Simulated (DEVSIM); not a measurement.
System: abrupt Si n-p junction, at 300 K.

| layer (left to right) | material | thickness (μm) | Nd (cm⁻³) | Na (cm⁻³) | τn (s) | τp (s) |
|---|---|---|---|---|---|---|
| 1 | Si | 0.320 | 7.1e16 | - | 0.00018 | 0.00018 |
| 2 | Si | 5.40 | - | 6.2e14 | 0.00018 | 0.00018 |

Left contact: ohmic. Right contact: ohmic. Voltage is applied to the left contact. Recombination: SRH at mid-gap, radiative. Gap narrowing is on: ΔEg = 6.92 meV × (l + √(l² + 0.5)), l = ln(N/1.3e17 cm⁻³), shared equally by both band edges. Mobility is constant in doping.

Constants are typed, rounded textbook-type inputs, not results; the design itself was drawn at random and stands for no fabricated device. Values at 300 K.

| parameter | Si |
|---|---|
| gap (eV) | 1.124 |
| affinity (eV) | 4.05 |
| permittivity | 11.7 |
| Nc (cm⁻³) | 2.86e19 |
| Nv (cm⁻³) | 3.1e19 |
| μn (cm²/Vs) | 1417 |
| μp (cm²/Vs) | 470 |
| B (cm³/s) | 4.7e-15 |

Model (solved in DEVSIM): 1D drift-diffusion, Boltzmann statistics, complete ionisation; no tunnelling, impact ionisation, image-force lowering or self-heating.

Question: Tabulate band edges, carrier densities and field at zero bias.

Answer: Energies count from the Fermi level of the right contact; mesh points crowd at the junctions.

| x (μm) | Ec (eV) | Ev (eV) | n (cm⁻³) | p (cm⁻³) | field (V/cm) |
|---|---|---|---|---|---|
| 0.000 | 0.155 | -0.967 | 7.1e16 | 1800 | ≈ 0 |
| 0.01932 | 0.155 | -0.967 | 7.1e16 | 1800 | ≈ 0 |
| 0.05176 | 0.155 | -0.967 | 7.1e16 | 1800 | ≈ 0 |
| 0.1062 | 0.155 | -0.967 | 7.1e16 | 1800 | ≈ 0 |
| 0.2150 | 0.155 | -0.967 | 7.1e16 | 1800 | 28 |
| 0.2690 | 0.156 | -0.965 | 6.7e16 | 1900 | 900 |
| 0.3011 | 0.166 | -0.956 | 4.7e16 | 2700 | 6500 |
| 0.3254 | 0.196 | -0.927 | 1.4e16 | 8200 | 15000 |
| 0.3502 | 0.229 | -0.894 | 4.0e15 | 29000 | 12000 |
| 0.3956 | 0.280 | -0.844 | 5.8e14 | 200000 | 10000 |
| 0.4789 | 0.361 | -0.762 | 2.4e13 | 4800000 | 9400 |
| 0.6906 | 0.538 | -0.586 | 2.6e10 | 4.5e9 | 7300 |
| 1.020 | 0.728 | -0.396 | 1.7e7 | 6.9e12 | 4200 |
| 1.625 | 0.838 | -0.286 | 240000 | 4.9e14 | 350 |
| 3.232 | 0.844 | -0.280 | 190000 | 6.2e14 | ≈ 0 |
| 4.375 | 0.844 | -0.280 | 190000 | 6.2e14 | ≈ 0 |
| 4.998 | 0.844 | -0.280 | 190000 | 6.2e14 | ≈ 0 |
| 5.337 | 0.844 | -0.280 | 190000 | 6.2e14 | ≈ 0 |
| 5.563 | 0.844 | -0.280 | 190000 | 6.2e14 | ≈ 0 |
| 5.645 | 0.844 | -0.280 | 190000 | 6.2e14 | ≈ 0 |
| 5.690 | 0.844 | -0.280 | 190000 | 6.2e14 | ≈ 0 |
| 5.720 | 0.844 | -0.280 | 190000 | 6.2e14 | ≈ 0 |
